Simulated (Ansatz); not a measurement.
The starting structures come from a database of crystals and need not be the phases stable at ambient conditions.

 Where the default PAW files enter, the runs use the earlier of Ansatz's two default sets.

Inside the gap of an insulator the Bloch states are evanescent, with a wavenumber k + iκ along the transport direction.

Given:

```
CELL_PARAMETERS angstrom
      3.55807     0.00000     0.00000
      0.00000     9.40766     0.00000
      1.77903    -4.59219     6.07205
ATOMIC_POSITIONS crystal
  V  0.63440 0.57790 0.73120
  V  0.36560 0.42210 0.26880
  V  0.85310 0.14990 0.29380
  V  0.14690 0.85010 0.70620
  Ag 0.88480 0.72220 0.23040
  Ag 0.11520 0.27780 0.76960
  O  0.49970 0.68850 0.00060
  O  0.50030 0.31150 0.99940
  O  0.68170 0.35640 0.63660
  O  0.31830 0.64360 0.36340
  O  0.82160 0.01360 0.35680
  O  0.17840 0.98640 0.64320
  O  0.00000 0.00000 0.00000
  O  0.34620 0.21820 0.30760
  O  0.65380 0.78180 0.69240
  O  0.83410 0.40980 0.33180
  O  0.16590 0.59020 0.66820
```

Space group of this cell: C2/m. The cell is taken as given; by r2SCAN its mean pressure is -2.2 GPa.

Transport runs along the normal of the first two printed cell vectors.

No gap correction and no spin-orbit coupling; mid-gap values are interpolated between computed energies.

Task: Predict the band gap and the smallest decay constant κ at mid-gap from r2SCAN in Ansatz (a program for electronic structure).

Result: Gap 0.77 eV on a 10×4×10 mesh; κ = 0.303 1/Å, at (0.000, 0.500) of the in-plane reciprocal vectors. At the zone centre, at the nearest computed energy, the slowest state has κ = 0.33 1/Å.
